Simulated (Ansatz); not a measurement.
**CoSn under load (space group P6/mmm): band-structure transport figures**

Consider the following.

```
CoSn
1.0
    5.21423     0.00000     0.00000
   -2.60712     4.51566     0.00000
    0.00000     0.00000     4.18692
Co Sn
3 3
Direct
  0.00000   0.50000   0.00000
  0.50000   0.00000   0.00000
  0.50000   0.50000   0.00000
  0.66667   0.33333   0.50000
  0.33333   0.66667   0.50000
  0.00000   0.00000   0.00000
```

Level of theory: PBEsol, rigid bands (plane waves, PAW, scalar-relativistic; Ansatz, a program for electronic structure). Condition of this run: uniaxial stress zz = -1 GPa (compression positive) (the target of the relaxation). Cell: cell and atoms relaxed with PBEsol, then loaded as said.

```json
{
 "density of states at the Fermi level": "2.62 states/(eV·cell), both spins",
 "bare Sommerfeld coefficient": "1.03 mJ/(mol of atoms·K²)",
 "drude_plasma_energy": "1.80 (x), 1.80 (y), 6.9 (z) eV",
 "root-mean-square Fermi velocity": "5.1e5 m/s",
 "resistivity times τ": "151 (x), 151 (y), 10.1 (z) ×10⁻²² Ω·m·s"
}
```

A metal at this level (no band gap); rigid bands, thermally averaged at 300 K, both spins. Spin-orbit coupling is left out. τ is one relaxation time for all states.

Treated as nonmagnetic (a ferromagnetic start lost its moment, other orders weren't tried): CoSn under load (space group P6/mmm).
